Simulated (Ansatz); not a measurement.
The parent structure is PbTe in the rock salt structure (space group Fm-3m, No. 225; a = 6.569 Å). Axes: x, y, z lie along the cube axes.

Level of theory: Ansatz (a quantum-chemistry and plane-wave program), PBE, PAW, cutoff 420 eV, spin-orbit coupling left out.

One thing is altered: the cell is scaled by 0.9750 in all directions, atoms relaxed at fixed cell.

**Question.** Predict the stress tensor and what it implies for the stiffness.

**Answer.** Stress of the strained cell less that of the base (GPa, compression positive):
```
   3.47    0.00    0.00
   0.00    3.47    0.00
   0.00    0.00    3.47
```

Then B = −ΔP/(ΔV/V₀) with ΔV/V₀ = -0.0731 gives secant stiffness values (nonlinear terms included at this strain): B ≈ 47 GPa.

As a check, the harmonic strain energy −½ V₀ Δσ:ε is 29 meV/atom; the computed energy rise is 26 meV/atom.

Whether these cells are dynamically stable was not tested.
